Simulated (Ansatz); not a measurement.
What biaxial strain +1.50 %, plane normal [001], relaxed out of plane does to Si

The reference is Si in the diamond structure (space group Fd-3m, No. 227; a = 5.4021 Å). Axes: x, y, z lie along the cube axes.

One thing is altered: tensile biaxial strain of 1.50 % in the plane normal to [001], as in epitaxy on a mismatched substrate; the out-of-plane cell vector and the atoms relax.

Method: LDA, PAW, 420 eV (Ansatz, an electronic-structure program; scalar-relativistic without spin-orbit coupling). k-mesh 11×11×11 (Γ-centred); smearing 0.05 eV (Fermi–Dirac).

| quantity | base | changed | shift |
|---|---|---|---|
| volume per atom | 19.71 Å³ | 20.05 Å³ | +0.349 Å³ |
| shortest interatomic distance | 2.339 Å | 2.353 Å | +0.014 Å |
| energy relative to the base (free energy F) | 0 meV/atom | +4.7 meV/atom | +4.7 meV/atom |
| band gap | 0.45 eV | 0.19 eV | -0.250 eV |
| gap character | – | indirect, Γ → Γ–M (87 % along) | – |
| smallest direct gap | 2.53 eV | 2.34 eV | -0.19 eV |
| electron mass | 0.93 mₑ along k, 0.19 mₑ across (off the special points) | 0.91 mₑ along k, 0.19 mₑ across (off the special points) | – |
| hole mass | – | 0.16 mₑ out of plane, 0.25 mₑ in plane (at Γ) | – |
| valence-band top at Γ (three highest levels, from the VBM) | 0.00, 0.00, 0.00 eV | 0.00, -0.18, -0.18 eV | – |
| out-of-plane strain | – | -1.22 % | – |
| ratio −ε⊥/ε∥ | – | 0.81 | – |
| mean in-plane stress (compression positive) | – | -2.5 GPa | – |

Masses are band curvatures over ±0.01 Å⁻¹ around the edge. Along k means along the line from Γ to the band edge. Stability against distortions was not tested. The zero or small gap of Si under biaxial strain +1.50 %, plane normal [001], relaxed out of plane can change with the level of theory. k-point labels follow each cell's own Brillouin zone.
